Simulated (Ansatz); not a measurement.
A constructed model of the (0001) surface of hcp Re, a pseudomorphic layer of Ta in the host's stacking (bottom of the slab: a bare face, its two planes held)

Level of theory: PBE (plane waves to 420 eV, PAW; Ansatz, an electronic-structure program).

Set-up: 7 atoms, 14.1 Å thick at the start; mesh 15x15x1; 0.1 eV smearing; dipole correction on; 2 atoms held, the rest relaxed; symmetry of the start imposed; no spin, no spin-orbit, no U. It is one candidate, not shown to be the stable structure of the face.

| Item | Result |
|---|---|
| work function of the top face | 5.03 eV |
| energy released by relaxation | 0.54 eV |
| cost | very roughly 110 core-seconds |
